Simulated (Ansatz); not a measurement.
**A computed series for hypothetical anti-CdI2 type Cs2O: response to strain**

The reference is Cs₂O in the anti-CdI2 type structure (space group P-3m1, No. 164; a = 4.170 Å, c = 6.820 Å; a hypothetical phase, not in the database extracts checked). Axes: x lies along a and z along c of the hexagonal cell.

Strains are applied to the cell and any free atomic positions relax; under biaxial strain the out-of-plane vector relaxes too; under stress the whole cell relaxes.

Method: PBE-D3(BJ)/PAW in Ansatz (a first-principles code), spin-orbit coupling left out.

Notes on the quantities. pressure: mean of the normal stresses, compression positive.

| change | pressure | volume per atom | electron mass |
|---|---|---|---|
| base | 0.00 GPa | 34.23 Å³ | 0.41 mₑ along c, 0.34 mₑ across (at Γ) |
| biaxial strain −1.98 %, plane normal [001], relaxed out of plane | 0.41 GPa | 33.36 Å³ | 0.40 mₑ out of plane, 0.35 mₑ in plane (at Γ) |
| biaxial strain −1.03 %, plane normal [001], relaxed out of plane | 0.21 GPa | 33.78 Å³ | 0.40 mₑ out of plane, 0.34 mₑ in plane (at Γ) |
| biaxial strain +2.27 %, plane normal [001], relaxed out of plane | -0.39 GPa | 35.20 Å³ | 0.41 mₑ out of plane, 0.34 mₑ in plane (at Γ) |
| biaxial strain +2.37 %, plane normal [001], relaxed out of plane | -0.41 GPa | 35.24 Å³ | 0.41 mₑ out of plane, 0.34 mₑ in plane (at Γ) |
| biaxial strain +3.43 %, plane normal [001], relaxed out of plane | -0.56 GPa | 35.65 Å³ | 0.41 mₑ out of plane, 0.34 mₑ in plane (at Γ) |
| isotropic strain −1.93 % | 0.72 GPa | 32.28 Å³ | 0.40 mₑ along c, 0.34 mₑ across (at Γ) |
| isotropic strain +1.89 % | -0.48 GPa | 36.20 Å³ | 0.42 mₑ along c, 0.35 mₑ across (at Γ) |
| uniaxial strain ε_xx = +4.01 % | -0.41 GPa | 35.60 Å³ | 0.41 mₑ along z, 0.34 mₑ across (at Γ) |
| uniaxial stress, 1 GPa compression along x | – | 33.57 Å³ | 0.40 mₑ along z, 0.34 mₑ across (at Γ) |

The levels and masses belong to the bands next to the band gap. Masses are band curvatures over ±0.01 Å⁻¹ around the edge. Stability under load was not tested beyond the relaxation.
